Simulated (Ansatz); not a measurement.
System: DyPt₂ (Fd-3m, No. 227). Method: r²SCAN (plane waves, PAW; Ansatz, a program for electronic structure).

Settings: plane-wave cutoff 500 eV, 12×12×12 k mesh, Fermi–Dirac smearing 0.1 eV, spin-polarised start, scalar-relativistic PAW data made under PBE.

Computed at the level's own relaxed cell.

Task: Predict the equilibrium volume per atom and lattice constant a.

Result: 
- equilibrium volume per atom: 18.76 Å³/atom
- lattice constant a: 7.664 Å

Note: the magnetic order was assumed, not searched for or taken from measurement; the 4f shell is treated without U or exact exchange, so its levels and filling can be wrong.

Spin–orbit coupling is not included.

The computed numbers hold no vibrational or temperature effects.
